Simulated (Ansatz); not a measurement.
Response to strain in Rh

The reference is Rh in the fcc (Cu type) structure (space group Fm-3m, No. 225; relaxed with 0.1 eV smearing).

```yaml
crystal:
  lattice:
    - [0.00000, 1.90077, 1.90077]
    - [1.90077, 0.00000, 1.90077]
    - [1.90077, 1.90077, 0.00000]
  atoms:
    - { symbol: Rh, position: [0.00000, 0.00000, 0.00000] }
```

Cartesian axes are those of the cell as printed.

Strains are applied to the cell and any free atomic positions relax.

The values are results of Kohn–Sham DFT with the r2SCAN functional, run in Ansatz (an electronic-structure program) with PAW and 500 eV plane waves, no spin-orbit coupling, not measurements.

Notes on the quantities. energy relative to the base: free energy F.

| uniaxial strain ε_zz (%) | energy relative to the base (meV/atom) |
|---|---|
| 0 | 0.0 |
| 0.5 | ? |
| 1 | 1.9 |
| 1.5 | 4.1 |
| 2 | 7.3 |
| 2.5 | 11.2 |
| 3 | 16.0 |

Problem. Fit ΔE = Aε² + Bε³ (ε in %) to the rows shown and predict the withheld row.

Solution. Least squares on the printed values gives A = 1.90 and B = -0.041 meV/atom (largest residual 0.0 meV/atom); this predicts 0.5 meV/atom, and the run gives 0.5 meV/atom, in agreement.

Stability against distortions was not tested. The final runs are not spin-polarised. Rh lies near a magnetic instability that expansion can trigger; it was not tested.
